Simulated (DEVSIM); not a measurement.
System: abrupt GaAs n-p junction, at 300 K.

```
layer (left to right)  material  thickness (μm)  Nd (cm⁻³)  Na (cm⁻³)   τn (s)   τp (s)
---------------------  --------  --------------  ---------  ---------  -------  -------
1                          GaAs            10.0     6.9e16          -  6.2e-10  6.2e-10
2                          GaAs            3.10          -     3.2e17  6.2e-10  6.2e-10
```

Left contact: ohmic. Right contact: ohmic. Voltage is applied to the left contact. Recombination: SRH at mid-gap, radiative, Auger. Mobility is μmin + (μ − μmin)/(1 + (N/Nref)^α).

The device is made up for the run: typed textbook-type constants, with dimensions and the other settings drawn at random. Values at 300 K.

```
parameter        GaAs
-------------  ------
gap (eV)        1.424
affinity (eV)    4.07
permittivity     12.9
Nc (cm⁻³)      4.7e17
Nv (cm⁻³)        9e18
μn (cm²/Vs)      8500
μp (cm²/Vs)       400
μn,min            500
μp,min             20
Nref,n           6e16
Nref,p         1.5e17
αn               0.39
αp               0.38
B (cm³/s)       2e-10
Cn (cm⁶/s)      1e-30
Cp (cm⁶/s)      1e-30
```

DEVSIM, 1D drift-diffusion, Boltzmann statistics, complete ionisation; no tunnelling, impact ionisation, image-force lowering or self-heating.

The minority lifetime in layer 1 was swept, all else fixed.

| minority lifetime in layer 1 (s) | dark forward voltage at 1 A/cm² (V) | dark forward voltage at 100 A/cm² (V) |
|---|---|---|
| 1.9e-11 | 0.983 | 1.142 |
| 6.2e-11 | 1.005 | 1.154 |
| 1.9e-10 | 1.023 | 1.165 |
| 6.2e-10 | 1.039 | 1.174 |
| 1.9e-9 | 1.050 | 1.180 |
| 6.2e-9 | 1.058 | 1.185 |
| 1.9e-8 | 1.062 | 1.187 |

From the first row to the last the dark forward voltage at 1 A/cm² goes from 0.983 to 1.062. From the first row to the last the dark forward voltage at 100 A/cm² goes from 1.142 to 1.187.
